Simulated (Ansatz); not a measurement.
The reference is KBr in the rock salt structure (space group Fm-3m, No. 225; a = 6.608 Å). Axes: x, y, z lie along the cube axes.

The values are results of r2SCAN in Ansatz (plane waves to 500 eV, PAW, no SOC), not measurements.

Strains are applied to the cell and any free atomic positions relax; under stress the whole cell relaxes.

One change was made to it. Results:

```csv
quantity,base,after
band gap,5.07 eV,4.90 eV
energy relative to the base (free energy F),0 meV/atom,+4.3 meV/atom
```

Question: What was done to the base?
A) isotropic strain −3.17 %
B) strain tensor (xx, yy, zz, yz, xz, xy) = (+1.72, +1.76, −0.03, −1.67, −1.29, −1.61) %
C) uniaxial stress, 3 GPa compression along x

Answer: B, strain tensor (xx, yy, zz, yz, xz, xy) = (+1.72, +1.76, −0.03, −1.67, −1.29, −1.61) %. For comparison, the band gap in the other runs: isotropic strain −3.17 % gives 5.36 eV; uniaxial stress, 3 GPa compression along x gives 5.14 eV.

Stability under load was not tested beyond the relaxation.

Ansatz is an electronic-structure program.
